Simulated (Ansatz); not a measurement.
# Zone-centre phonon calculation of TiSi (P6/mmm, 6 atoms in the cell) at several settings

```
CELL_PARAMETERS angstrom
      5.63131     0.00000     0.00000
     -2.81565     4.87685     0.00000
      0.00000     0.00000     4.54398
ATOMIC_POSITIONS crystal
  Ti 0.50000 0.00000 0.00000
  Ti 0.50000 0.50000 0.00000
  Ti 0.00000 0.50000 0.00000
  Si 0.00000 0.00000 0.00000
  Si 0.33333 0.66667 0.50000
  Si 0.66667 0.33333 0.50000
```

Base: PBE run with Ansatz (a first-principles code). Its settings: basis.ecutwfc = 420 eV; kpoints.mp_grid.grid = 7 7 7; hamiltonian.xc = pbe; hamiltonian.pseudopotentials = {kind: paw}, with the files named one by one; scf.occupations.method = fermi_dirac; scf.occupations.width = 0.1 eV. Starting volume 20.80 Å³ per atom.

Each line gives the change from the base single point and the result:

- phonons.method: default → dfpt: zone-centre frequencies (cm⁻¹; negative means imaginary) 0, 0, 0, 111, 111, 122, 122, 168, 181, 181, 189, 199, 199, 211, 211, 285, 299, 303.
- kpoints.mp_grid.grid: 7 7 7 → 4 4 4; phonons.method: default → dfpt: zone-centre frequencies (cm⁻¹; negative means imaginary) 0, 0, 0, 116, 116, 136, 136, 165, 189, 191, 191, 202, 202, 211, 211, 287, 303, 305.

The starting cell was generated: these elements placed on a structure prototype, without a prior relaxation; it need not be a known phase or ordering of this composition. Spin polarisation is off. In the base run, with a pressure of about -11 GPa the cell is away from its equilibrium volume at this level.

Frequencies and response belong to this unrelaxed cell, and polar modes hold no LO-TO splitting.

Keys are those of Ansatz 0.2.
